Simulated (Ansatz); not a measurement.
Amorphous Si₄₈N₆₀, 108 atoms at 2.80 g/cm³, one PBE-relaxed geometry, zone centre. Methods: PBE, scalar-relativistic without spin-orbit coupling (Ansatz, a program for electronic structure); r2SCAN, scalar-relativistic without spin-orbit coupling (Ansatz); HSE06, scalar-relativistic without spin-orbit coupling (Ansatz). Plane waves to 420 eV (r2SCAN 500 eV); exact exchange is cut at the cell's faces. The usual formal charges leave 12 electrons over, so the level spacing at the Fermi energy parts defect or band states and needn't be the band gap. At PBE the levels at both edges of the gap are localised (band-tail or defect states), and the nearest spread-out levels lie 3.0 eV apart at the zone centre. The higher rungs were started with moments on some atoms, which died out.

It comes from a melt-quench run on a machine-learned potential (CHGNet), relaxed afterwards by DFT. N atoms were pushed apart under 1.9 Å during the dynamics, to hinder bonds among them. The hot cell started wider than the set density and was brought back towards it in steps. It is the lowest in DFT energy of 2 quenches. It is a model cell: composition and starting density were chosen by hand, and all elements were melted together. No dispersion term was used. Its density started from a set value of 2.79 and ended at 2.80 g/cm³. Cooling (nominally 150 K/ps over its main leg) ran many orders faster than in experiment, which tends to leave more defects and strain. A cell of this size samples the disorder only roughly. The volume was held where the preparation left it and the shape relaxed, at a PBE pressure of -5.7 GPa (tension). Stress components on the final sampling reach 5.8 GPa.

The relaxation ran on the zone centre alone. At PBE the level spacing at the Fermi energy is 0.57 eV on a 2×2×2 Γ-centred mesh, and the spacing at the zone centre alone 0.69 eV.

Task: What zone-centre spacing does r2SCAN give, roughly?

Result: 0.93 eV (+0.24 eV against PBE).

Task: What zone-centre spacing does HSE06 give, roughly?

Result: 1.54 eV (+0.85 eV against PBE).

The highest filled and the lowest empty state spread over these numbers of atoms (participation numbers): PBE: 3.9 and 7.1; r2SCAN: 3.7 and 7.0; HSE06: 3.5 and 7.2.
